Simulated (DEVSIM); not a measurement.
System: abrupt Si n-p junction, at 300 K.

Layer 1 from the left is Si, thickness (μm) 0.420, Nd (cm⁻³) 6.8e17, τn (s) 0.0008, τp (s) 0.0008. Layer 2 from the left is Si, thickness (μm) 14.0, Na (cm⁻³) 1.6e16, τn (s) 0.0008, τp (s) 0.0008.

Left contact: ohmic. Right contact: ohmic. Voltage is applied to the left contact. Recombination: SRH at mid-gap. Mobility is μmin + (μ − μmin)/(1 + (N/Nref)^α).

This is a model device: material constants are rounded textbook-type values typed into the input, and sizes, dopings and lifetimes were drawn at random. Values at 300 K.

Si: gap (eV) 1.124, affinity (eV) 4.05, permittivity 11.7, Nc (cm⁻³) 2.86e19, Nv (cm⁻³) 3.1e19, μn (cm²/Vs) 1417, μp (cm²/Vs) 470, μn,min 52, μp,min 45, Nref,n 9.7e16, Nref,p 2.2e17, αn 0.68, αp 0.72.

Model (solved in DEVSIM): 1D drift-diffusion, Boltzmann statistics, complete ionisation; no tunnelling, impact ionisation, image-force lowering or self-heating.

Dark forward current:

| |V| (V) | |J| (A/cm²) |
|---|---|
| 0.05 | 1.651e-10 |
| 0.10 | 1.289e-9 |
| 0.15 | 9.015e-9 |
| 0.20 | 6.231e-8 |
| 0.25 | 4.304e-7 |
| 0.30 | 2.974e-6 |
| 0.35 | 2.056e-5 |
| 0.40 | 0.0001421 |
| 0.45 | 0.0009819 |
| 0.50 | 0.006786 |
| 0.55 | 0.04687 |
| 0.60 | 0.3229 |
| 0.65 | 2.187 |
| 0.70 | 13.55 |
| 0.75 | 64.15 |
| 0.80 | 208.9 |
| 0.85 | 497.6 |
| 0.90 | 958.2 |
| 0.95 | 1604 |
| 1.00 | 2439 |

Q: Work out the local ideality factor n = ΔV / (kT/q · ln(J2/J1)) between the rows 0.15 and 0.20 V, 0.30 and 0.35 V, 0.95 and 1.00 V.

A: kT/q = 25.85 mV. From 0.15 to 0.20 V: ln(6.231e-8/9.015e-9) = 1.933, n = 1.00, near the 1 of diffusion or emission over a barrier. From 0.30 to 0.35 V: ln(2.056e-5/2.974e-6) = 1.933, n = 1.00, near the 1 of diffusion or emission over a barrier. From 0.95 to 1.00 V: ln(2439/1604) = 0.419, n = 4.62.

Q: Estimate the current at 0.40 V from the Shockley equation with J0 = Σ q ni² D/(N L) coth(W/L), τ joining the SRH, radiative and Auger lifetimes that are on, and W taken as the whole layer.

A: ni² = 1.16e20 cm⁻⁶; holes in the n layer: μ = 176 cm²/Vs, D = 4.54 cm²/s, τ = 0.000800 s, L = 603 μm, W/L = 0.00070, term 2.95e-12 A/cm²; electrons in the p layer: μ = 1110 cm²/Vs, D = 28.6 cm²/s, τ = 0.000800 s, L = 1510 μm, W/L = 0.0093, term 2.37e-11 A/cm². J0 = 2.67e-11 A/cm², and J = J0 exp(qV/kT) = 0.000140 A/cm². The simulation gives 0.000142 A/cm²; the estimate lies 1.5 % below. The estimate leaves out recombination in the depletion region and that region's share of W.
